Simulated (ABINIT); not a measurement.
**Equation of state of rock-salt BaTe (space group 225): energy against volume (ABINIT, PBE)**

```xyz
2
Lattice="0.0000 3.4378 3.4378 3.4378 0.0000 3.4378 3.4378 3.4378 0.0000" Properties=species:S:1:pos:R:3 pbc="T T T"
Ba     0.0000     0.0000     0.0000
Te     3.4378     3.4378     3.4378
```

Level of theory: PBE, norm-conserving pseudopotentials (PseudoDojo nc-sr-05 PBE standard) (plane waves; ABINIT). Settings: pseudos = [Ba.upf, Te.upf]; ecut = 53 Ha; occopt = 3; tsmear = 0.01 eV; ngkpt = 8 8 8; nshiftk = 1; shiftk = 0 0 0; potentials = PseudoDojo nc-sr-05 PBE standard; nband = 18; kptopt = 1; nstep = 60; tolvrs = 1e-10. The cell above is the first row's. The rows scale it uniformly. In all rows fractional positions and the k mesh are held. E is the free energy at the stated smearing, counted from the lowest row.

```
V (Å^3/atom)  E (meV/atom)
------------  ------------
40.628               26.91
41.512               14.15
42.395                5.70
43.278                1.12
44.161                0.00
45.044                2.00
45.928                6.79
46.811               14.10
47.694                   ?
```

Fit E of the 8 rows that show it with the third-order Birch-Murnaghan form, a cubic in V^(-2/3). With u = V^(-2/3) - 0.0807, the rows have u = 0.0039155, 0.0027099, 0.0015477, 0.0004251, -0.0006599, -0.0017094, -0.0027263, -0.0037099. Least squares gives E = 0.295 + 1353.3·u + 1378799·u² + 2978284·u³. Residuals (row less fit): -0.001, 0.003, -0.003, 0.000, -0.002, 0.004, -0.003, 0.001; standard error 0.004 (degrees of freedom: 4). Its minimum lies at u = -0.0004915, so V0 = (0.0802085)^(-3/2) = 44.02. There d²E/du² = 2749000 and d³E/du³ = 1.787e7, so B0 = (4/9) × 44.02^(-7/3) × 2749000 × 0.160218 = 28.6 GPa (the last factor turns the table's units into GPa), and B0' = 4 + (2/3) × 0.0802085 × (1.787e7)/2749000 = 4.3. The program's pressures in the fitted runs (not shown) pass through zero at V = 44.01, 0.03 % from this V0.

**Question.** Predict the withheld E at V = 47.694 from the fit, and compare with the calculation.

**Answer.** u = -0.0046631, so E = 0.295 + 1353.3 × (-0.0046631) + 1378799 × (-0.0046631)² + 2978284 × (-0.0046631)³ = 23.664 meV/atom. The calculation gives 23.66 meV/atom, which the fit meets to the printed digits. The row lies outside the fitted rows, so this is an extrapolation. From the scatter of the fitted rows alone, a prediction at this place has a standard error of 0.009 meV/atom, so the miss is 0.4 times that.

Carrying the step between the two nearest rows on in a straight line would have given 21.41, off by 2.25; series whose last step already gives the withheld value aren't shown. The scan was laid around a cell of about the measured size, scaled by a guess for this functional. The runs keep the symmetry of the cell, so they don't test it for distortions. The PBE file for Te was generated anew from PseudoDojo's inputs, some of which were changed. Spin-orbit coupling is off. Cutoffs and mesh are single choices, not tested for convergence of this quantity. Series with a scatter that would blur these digits, or in which a gap closes, are not shown. Nor are scans whose minimum lies at an end fitted in this form.
